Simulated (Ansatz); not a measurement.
**CdSe, response to strain**

Take CdSe in the wurtzite structure (space group P6_3mc, No. 186; a = 4.383 Å, c = 7.154 Å) as the base. Axes: x lies along a and z along c of the hexagonal cell.

Strains are applied to the cell and any free atomic positions relax.

Method: plane-wave PAW DFT at the PBE level (Ansatz, a quantum-chemistry and plane-wave program, 420 eV), no SOC.

Notes on the quantities. pressure: mean of the normal stresses, compression positive.

| case | largest internal atomic displacement | shortest interatomic distance | electron mass | pressure |
|---|---|---|---|---|
| base | – | 2.682 Å | – | 0.00 GPa |
| uniaxial strain ε_zz = −3.00 % | 0.024 Å | 2.655 Å | 0.058 mₑ along z, 0.064 mₑ across (at Γ) | 1.45 GPa |
| uniaxial strain ε_zz = −2.40 % | 0.018 Å | 2.660 Å | 0.058 mₑ along z, 0.063 mₑ across (at Γ) | 1.15 GPa |
| uniaxial strain ε_zz = −1.80 % | 0.014 Å | 2.667 Å | 0.057 mₑ along z, 0.062 mₑ across (at Γ) | 0.85 GPa |
| uniaxial strain ε_zz = −0.60 % | – | 2.677 Å | 0.056 mₑ along z, 0.059 mₑ across (at Γ) | 0.28 GPa |

The levels and masses belong to the bands next to the band gap. Masses are band curvatures over ±0.01 Å⁻¹ around the edge. Whether these cells are dynamically stable was not tested.
